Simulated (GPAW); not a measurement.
Worked example: self-consistent single point of Y3Si (Pm-3m, 4 atoms in the cell) in GPAW.

Level of theory: LDA (Perdew-Wang 92), GPAW PAW datasets LDA (gpaw-data 1.0.1) (plane waves; GPAW).

```
Y3Si
1.0
    4.56843     0.00000     0.00000
    0.00000     4.56843     0.00000
    0.00000     0.00000     4.56843
Y Si
3 1
Direct
  0.00000   0.50000   0.50000
  0.50000   0.00000   0.50000
  0.50000   0.50000   0.00000
  0.00000   0.00000   0.00000
```

Reference input (self-consistent single point, DFT LDA (Perdew-Wang 92), plane waves, GPAW PAW datasets LDA (gpaw-data 1.0.1)): mode = pw; ecut = 600 eV; xc = LDA; kpts = 6 6 6; mesh shift (steps) = 0 0 0; occupations.name = methfessel-paxton; occupations.width = 0.272 eV; occupations.order = 0; nbands = -12; convergence.density = 1e-05 e/electron; symmetry.symmorphic = false; symmetry.tolerance = 0.0005. This run's input differs from it in these lines:

```diff
@@ -16,3 +16,3 @@
             xc='LDA',
-            kpts={'size': (6, 6, 6), 'gamma': True},
+            kpts=(7, 7, 7),
             occupations={'name': 'methfessel-paxton', 'width': 0.272, 'order': 0},
```

The program printed (abridged):

```
     iter     time        total  log10-change:
                         energy   eigst   dens
iter:   1 --:--:--   -23.287169
iter:   2 --:--:--   -23.253211   -1.63  -1.36
iter:   3 --:--:--   -23.028629   -1.25  -1.39
iter:   4 --:--:--   -23.025310   -2.51  -1.91
iter:   5 --:--:--   -23.020235c  -2.42  -1.98
iter:   6 --:--:--   -23.038498c  -2.19  -2.07
iter:   7 --:--:--   -23.011082   -2.86  -2.22
iter:   8 --:--:--   -23.010314   -3.77  -2.78
iter:   9 --:--:--   -23.010301c  -4.91  -3.18
iter:  10 --:--:--   -23.010124c  -4.36  -3.25
iter:  11 --:--:--   -23.010129c  -5.37  -4.04
iter:  12 --:--:--   -23.010124c  -6.76  -4.09
iter:  13 --:--:--   -23.010122c  -7.51c -4.14
iter:  14 --:--:--   -23.010126c  -6.73  -4.15
iter:  15 --:--:--   -23.010123c  -8.00c -4.13
iter:  16 --:--:--   -23.010120c  -6.70  -4.27
iter:  17 --:--:--   -23.010120c  -8.24c -4.62
iter:  18 --:--:--   -23.010120c  -7.57c -4.72
iter:  19 --:--:--   -23.010120c  -9.00c -4.86
iter:  20 --:--:--   -23.010120c  -9.02c -5.01c
Converged after 20 iterations.

Dipole moment: (-0.000000, -0.000000, -0.000000) |e|*Ang

Energy contributions relative to reference atoms: (reference = -283822.372452)

Kinetic:         +7.787715
Potential:       -1.159267
External:        +0.000000
XC:             -29.069082
Entropy (-ST):   -0.171254
Local:           -0.483860
SIC:             +0.000000
--------------------------
Free energy:    -23.095747
Extrapolated:   -23.010120

Showing only first 2 kpts
 Kpt  Band  Eigenvalues  Occupancy
  0    16      7.18904    2.00000
  0    17      7.18904    2.00000
  0    18      7.18904    2.00000
  0    19      7.77049    1.92431

  1    16      6.93645    2.00000
  1    17      6.93645    2.00000
  1    18      7.27897    1.99999
  1    19      8.03805    1.29984

Fermi level: 8.11212

No gap
No difference between direct/indirect transitions
Energy (eV): -23.01012

Forces in eV/Ang:
  0 Y     0.00000   -0.00000    0.00000
  1 Y     0.00000    0.00000    0.00000
  2 Y     0.00000    0.00000    0.00000
  3 Si    0.00000    0.00000    0.00000

Stress tensor:
     0.009357     0.000000     0.000000
     0.000000     0.009357     0.000000
     0.000000     0.000000     0.009357
Stress (GPa, Voigt): [1.4991 1.4991 1.4991 0.     0.     0.    ]
```

The run converged in 20 iterations. GPAW prints stress with tension positive. Against the reference run the free energy rises by 2.1 meV/atom and the pressure moves little (-1.58 to -1.50 GPa).

The starting cell comes from a database of computed structures (which also holds hypothetical and non-ambient phases and stackings), without a prior relaxation at this level. Its lattice was rescaled by a random factor within 2.5 % of one.

Cost on one core of a shared machine: roughly 30 s.
